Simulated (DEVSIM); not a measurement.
Device: abrupt Si p-n junction, at 300 K.

Layer 1 from the left is Si, thickness (μm) 0.840, Na (cm⁻³) 3.7e16, τn (s) 2.7e-7, τp (s) 2.7e-7. Layer 2 from the left is Si, thickness (μm) 9.10, Nd (cm⁻³) 2.9e16, τn (s) 2.7e-7, τp (s) 2.7e-7.

Left contact: ohmic. Right contact: ohmic. Voltage is applied to the left contact. Recombination: SRH at mid-gap, radiative, Auger. Mobility is μmin + (μ − μmin)/(1 + (N/Nref)^α).

Constants are typed, rounded textbook-type inputs, not results; the design itself was drawn at random and stands for no fabricated device. Values at 300 K.

Si: gap (eV) 1.124, affinity (eV) 4.05, permittivity 11.7, Nc (cm⁻³) 2.86e19, Nv (cm⁻³) 3.1e19, μn (cm²/Vs) 1417, μp (cm²/Vs) 470, μn,min 52, μp,min 45, Nref,n 9.7e16, Nref,p 2.2e17, αn 0.68, αp 0.72, B (cm³/s) 4.7e-15, Cn (cm⁶/s) 2.8e-31, Cp (cm⁶/s) 9.9e-32.

Task: Estimate by hand the built-in potential, the peak field at zero bias, the capacitance at -3 V, and compare with a numerical solution.

Result: 
- Built-in potential: ni = √(Nc Nv) exp(−Eg/2kT) = 1.08e10 cm⁻³ with Eg = 1.124 eV; Vbi = kT/q ln(Na Nd/ni²) = 0.772 V; numerical 0.772 V.
- Peak field at zero bias: depletion approximation: W = √(2εVbi/(qN)) = 0.248 μm with N = 1.63e16 cm⁻³; field = 2Vbi/W = 62300 V/cm; numerical 60200 V/cm (estimate above by 3.5 %).
- Capacitance at -3 V: C = √(qεN / 2(Vbi + |V|)) = 18.9 nF/cm²; numerical 19.0 nF/cm² (estimate below by 0.69 %).

DEVSIM, 1D drift-diffusion, Boltzmann statistics, complete ionisation; no tunnelling, impact ionisation, image-force lowering or self-heating.
